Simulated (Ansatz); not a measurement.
Worked example: self-consistent single point of CaHf3 (P6_3/mmc, 8 atoms in the cell) in Ansatz (an electronic-structure program).

Method of the run: PBE-D4 (plane waves, PAW; Ansatz).

```xyz
8
Lattice="6.8404 0.0000 0.0000 -3.4202 5.9240 0.0000 0.0000 0.0000 5.4866" Properties=species:S:1:pos:R:3 pbc="T T T"
Hf     3.4202     4.0188     1.3716
Hf    -1.7703     4.9714     4.1149
Hf     1.6499     0.9526     1.3716
Hf     0.0000     1.9052     4.1149
Hf     5.1905     0.9526     1.3716
Hf     1.7703     4.9714     4.1149
Ca     0.0000     3.9493     1.3716
Ca     3.4202     1.9747     4.1149
```

Reference input (self-consistent single point, DFT, PBE, plane waves, default PAW files): basis.ecutwfc = 420 eV; kpoints.mp_grid.grid = 5 5 5; hamiltonian.xc = pbe; hamiltonian.pseudopotentials = {kind: paw} (the program's default PAW files); scf.occupations.method = methfessel_paxton; scf.occupations.width = 0.1 eV. This run's input differs from it in these lines:

```diff
@@ -22,2 +22,3 @@
   xc: pbe
+  dispersion: d4
   pseudopotentials:
```

Output, abridged:

```
SCF iter   1: F=—  HF=-97959.721139 eV  |F-HF|=—  |Δ(HF+E_count)|=         —  Δρ=3.18e-3  dr2=3.32e-2  ethr=1.77e-3  ⟨swp⟩=6.9  Hψ=5656  notcnv=0
all-band conjugate gradients solve this SCF's bands
preconditioner: auto → Kerker (q_TF=auto, 2.624 Å⁻¹)
SCF iter   2: F=—  HF=-97959.719906 eV  |F-HF|=—  |Δ(HF+E_count)|=   1.23e-3  S|Δr|=    0.00e0  Δρ=2.10e-3  dr2=1.75e-2  ethr=1.89e-5  ⟨swp⟩=1.9  Hψ=1858  notcnv=0
   [... lines left out ...]
SCF iter   6: F=—  HF=-97959.716654 eV  |F-HF|=—  |Δ(HF+E_count)|=   2.20e-4  S|Δr|=    0.00e0  Δρ=3.46e-5  dr2=3.81e-6  ethr=1.31e-8  ⟨swp⟩=2.1  Hψ=2754  notcnv=0
SCF iter   7: F=—  HF=-97959.716653 eV  |F-HF|=—  |Δ(HF+E_count)|=   7.97e-7  S|Δr|=    0.00e0  Δρ=1.07e-5  dr2=2.81e-7  ethr=2.16e-9  ⟨swp⟩=2.4  Hψ=2351  notcnv=0
SCF iter   8: F=-97959.716653 eV  HF=-97959.716653 eV  |F-HF|=5.85e-9  |Δ(HF+E_count)|=   2.71e-9  S|Δr|=    0.00e0  Δρ=2.02e-6  dr2=1.08e-8  ethr=5.68e-11  ⟨swp⟩=9.4  Hψ=7724  notcnv=0
SCF 1 converged in 8 iterations: F = -97959.716653 eV  dr2 = 1.08e-8
Stability not checked (fill_not_monotonic)
Free energy (F): -97959.716653 eV
Internal energy: -97959.709157 eV  (E = F + TS)
E sigma→0 (E₀):  -97959.714779 eV
Entropy (-TS):   -0.007496 eV (-0.937 meV/atom)
Fermi energy:    13.495302 eV
--- Forces (eV/Å), atoms counted from 1 ---
  atom   1  Hf     0.00000002     0.35623497     0.00000000
  atom   2  Hf    -0.30850853     0.17811750    -0.00000000
  atom   3  Hf    -0.30850854    -0.17811747     0.00000000
  atom   4  Hf    -0.00000002    -0.35623497    -0.00000000
   [... lines left out ...]
  atom   8  Ca     0.00000000     0.00000000     0.00000000
--- Stress (GPa, compression-positive) ---
       -7.516288      -0.000000       0.000000
       -0.000000      -7.516288       0.000000
        0.000000       0.000000      -9.379917
  P = ⅓ Tr σ = -8.1375 GPa (-81.375 kbar)
  The stress holds the Pulay correction. Without it, at fixed plane waves, as pw.x and ABINIT print it: P = -8.1594 GPa
```

The run converged in 8 iterations. Against the reference run the pressure goes from -7.25 to -8.14 GPa and the largest force hardly changes (0.358 to 0.356 eV/Å).

The starting cell was generated: these elements placed on a structure prototype, without a prior relaxation; it need not be a known phase or ordering of this composition. Its lattice was rescaled by a random factor within 2.5 % of one. With a pressure of about -8 GPa the cell is away from its equilibrium volume at this level. Ansatz's pressure includes its estimate of the finite-basis (Pulay) stress.

Keys are those of Ansatz 0.2.
